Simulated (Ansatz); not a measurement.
Band structure of BaS3 (P-42_1m, 8 atoms in the cell).

```yaml
crystal:
  lattice:
    - [7.09656, 0.00000, 0.00000]
    - [0.00000, 7.09656, 0.00000]
    - [0.00000, 0.00000, 4.30370]
  atoms:
    - { symbol: Ba, position: [0.50000, 0.50000, 0.00000] }
    - { symbol: Ba, position: [0.00000, 0.00000, 0.00000] }
    - { symbol: S, position: [0.67788, 0.82212, 0.47519] }
    - { symbol: S, position: [0.82212, 0.32212, 0.52481] }
    - { symbol: S, position: [0.32212, 0.17788, 0.47519] }
    - { symbol: S, position: [0.17788, 0.67788, 0.52481] }
    - { symbol: S, position: [0.50000, 0.00000, 0.21151] }
    - { symbol: S, position: [0.00000, 0.50000, 0.78849] }
```

Computed with PBEsol, PAW files made with PBE (plane waves; Ansatz, a quantum-chemistry and plane-wave program).

Settings: basis.ecutwfc = 420 eV; kpoints.mp_grid.grid = 3 3 5; hamiltonian.xc = pbesol; hamiltonian.pseudopotentials = {kind: paw} (an earlier, softer set of the program's PAW files); scf.occupations.method = fixed; kpoints.band_path.npoints = 8.

The starting cell comes from a database of computed structures (which also holds hypothetical and non-ambient phases and stackings), without a prior relaxation at this level. Its lattice was rescaled by a random factor within 2.5 % of one.

Problem. Predict the gap along the standard path and the places of the band edges.

Solution. The gap along the path is 1.27 eV, from Γ to a point between Γ and Z; the smallest direct gap on it is 1.32 eV.

Levels in eV from the top of the valence band on the path, bands 25 to 32:
```json
[
 {"point": "Γ", "25": "-1.33", "26": "-1.24", "27": "0.00", "28": "0.00", "29": "1.32", "30": "1.37", "31": "2.68", "32": "2.68"},
 {"point": "X", "25": "-1.26", "26": "-1.26", "27": "-0.17", "28": "-0.17", "29": "1.93", "30": "1.93", "31": "2.16", "32": "2.16"},
 {"point": "M", "25": "-1.19", "26": "-1.19", "27": "-0.76", "28": "-0.76", "29": "1.67", "30": "1.67", "31": "2.16", "32": "2.16"},
 {"point": "Z", "25": "-1.65", "26": "-0.96", "27": "-0.49", "28": "-0.49", "29": "2.37", "30": "2.41", "31": "3.49", "32": "3.49"},
 {"point": "R", "25": "-1.54", "26": "-1.54", "27": "-0.39", "28": "-0.39", "29": "2.59", "30": "2.59", "31": "2.69", "32": "2.69"},
 {"point": "A", "25": "-1.37", "26": "-1.37", "27": "-0.41", "28": "-0.41", "29": "2.16", "30": "2.16", "31": "3.08", "32": "3.08"}
]
```

Keys are those of Ansatz 0.2.
